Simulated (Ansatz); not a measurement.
For BAs (model structure, started from the rocksalt type, Fm-3m, No. 225, 2 atoms in the cell), PBEsol in Ansatz (plane waves, PAW) gives:

| Property | Value |
|---|---|
| equilibrium lattice constant a | 4.568 Å |
| cohesive energy | 4.24 eV/atom |

Q: What does r²SCAN+rVV10 in Ansatz (PAW) give for the same quantities?

A: 
- lattice constant a: 4.591 Å (goes up by 0.5 %)
- cohesive energy: 3.79 eV/atom (drops by 0.45 eV/atom)

Changes are worked out from the printed values.

Unless a cell is named, each level is at its own relaxed cell (PBEsol 11.92, r²SCAN+rVV10 12.09 Å³/atom).

Ansatz's density-functional and Hartree–Fock values are scalar-relativistic unless marked +SOC, with PAW data made under PBE.

A model structure was made by putting elements into a prototype or built by hand; it is no filed structure, need not be a known phase, and can be a saddle point held by its symmetry.

Ansatz is a program for electronic structure.
